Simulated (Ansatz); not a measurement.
A self-consistent single point of Lu₃GaC (P4mm, 5 atoms in the cell) with Ansatz (a program for electronic structure).

Method of the run: LDA (PW92), default PAW files made with PBE (plane waves; Ansatz).

The change in words: lattice scaled by 0.98; basis.ecutwfc: 420 eV → 565 eV. Reference geometry:
```
Lu3GaC
1.0
    4.69981     0.00000     0.00000
    0.00000     4.69981     0.00000
    0.00000     0.00000     4.69981
Lu Ga C
3 1 1
Direct
  0.51064   0.00000   0.00000
  0.00000   0.50000   0.00000
  0.00000   0.00000   0.50000
  0.50000   0.50000   0.50000
  0.00000   0.00000   0.00000
```

Reference input (self-consistent single point, DFT, LDA (PW92), plane waves, default PAW files made with PBE): basis.ecutwfc = 420 eV; kpoints.mp_grid.grid = 5 5 5; hamiltonian.xc = lda; hamiltonian.pseudopotentials = {kind: paw} (the program's default PAW files); scf.occupations.method = fermi_dirac; scf.occupations.width = 0.1 eV. This run's input differs from it in these lines:

Ansatz 0.2 input:
```diff
@@ -3,5 +3,5 @@
   lattice:
-    - [4.699807, 0.000000, 0.000000]
-    - [0.000000, 4.699807, 0.000000]
-    - [0.000000, 0.000000, 4.699807]
+    - [4.605811, 0.000000, 0.000000]
+    - [0.000000, 4.605811, 0.000000]
+    - [0.000000, 0.000000, 4.605811]
   atoms:
@@ -13,3 +13,3 @@
 basis:
-  ecutwfc: 420.0 eV
+  ecutwfc: 565.0 eV
 kpoints:
```

Output, abridged:

```
SCF iter   1: F=—  HF=-47431.681863 eV  |F-HF|=—  |Δ(HF+E_count)|=         —  Δρ=6.41e-3  dr2=5.73e-2  ethr=1.77e-3  ⟨swp⟩=5.7  Hψ=3833  notcnv=0
all-band conjugate gradients solve this SCF's bands
preconditioner: auto → Kerker (q_TF=auto, 2.701 Å⁻¹)
SCF iter   2: F=—  HF=-47431.671409 eV  |F-HF|=—  |Δ(HF+E_count)|=   1.05e-2  Δρ=2.72e-3  dr2=8.89e-3  ethr=6.23e-5  ⟨swp⟩=2.2  Hψ=1915  notcnv=0  defer=12
   [... lines left out ...]
SCF iter   7: F=—  HF=-47431.669024 eV  |F-HF|=—  |Δ(HF+E_count)|=   2.31e-6  Δρ=3.82e-5  dr2=1.52e-6  ethr=8.20e-9  ⟨swp⟩=2.1  Hψ=1661  notcnv=0  defer=11
SCF iter   8: F=—  HF=-47431.669024 eV  |F-HF|=—  |Δ(HF+E_count)|=   2.39e-7  Δρ=1.42e-5  dr2=2.14e-7  ethr=1.65e-9  ⟨swp⟩=2.0  Hψ=1790  notcnv=0  defer=11
SCF iter   9: F=—  HF=-47431.669024 eV  |F-HF|=—  |Δ(HF+E_count)|=   7.63e-8  Δρ=1.08e-5  dr2=1.18e-7  ethr=1.09e-10  ⟨swp⟩=10.7  Hψ=5202  notcnv=0
SCF iter  10: F=-47431.669024 eV  HF=-47431.669024 eV  |F-HF|=4.09e-8  |Δ(HF+E_count)|=   6.04e-8  Δρ=5.01e-6  dr2=3.36e-8  ethr=1.09e-10  ⟨swp⟩=5.0  Hψ=3982  notcnv=0
SCF 1 converged in 10 iterations: F = -47431.669024 eV  dr2 = 3.36e-8
Free energy (F): -47431.669024 eV
Internal energy: -47431.620874 eV  (E = F + TS)
E sigma→0 (E₀):  -47431.644949 eV
Entropy (-TS):   -0.048150 eV (-9.630 meV/atom)
Fermi energy:    14.108697 eV
--- Forces (eV/Å), atoms counted from 1 ---
  atom   1  Lu    -0.68004492     0.00000000     0.00000000
  atom   2  Lu     0.19907913     0.00000000     0.00000000
  atom   3  Lu     0.19907913    -0.00000000     0.00000000
  atom   4  Ga     0.04480348     0.00000000     0.00000000
  atom   5  C      0.23708401    -0.00000000     0.00000000
--- Stress (GPa, compression-positive) ---
       -0.286124      -0.000000       0.000000
       -0.000000      -0.467457       0.000000
        0.000000       0.000000      -0.467457
  P = ⅓ Tr σ = -0.4070 GPa (-4.070 kbar)
  The stress holds the Pulay correction. Without it, at fixed plane waves, as pw.x and ABINIT print it: P = -0.4132 GPa
```

The run converged in 10 iterations. Against the reference run the free energy drops by 25.9 meV/atom, the pressure goes from -5.73 to -0.41 GPa and the largest force goes from 0.551 to 0.680 eV/Å.

The starting cell comes from a database of computed structures (which also holds hypothetical and non-ambient phases and stackings), without a prior relaxation at this level. Its lattice was rescaled by up to half a per cent. One atom was moved a little off its site on purpose. For this run, on top of that: lattice scaled by 0.98. Ansatz's pressure includes its estimate of the finite-basis (Pulay) stress.
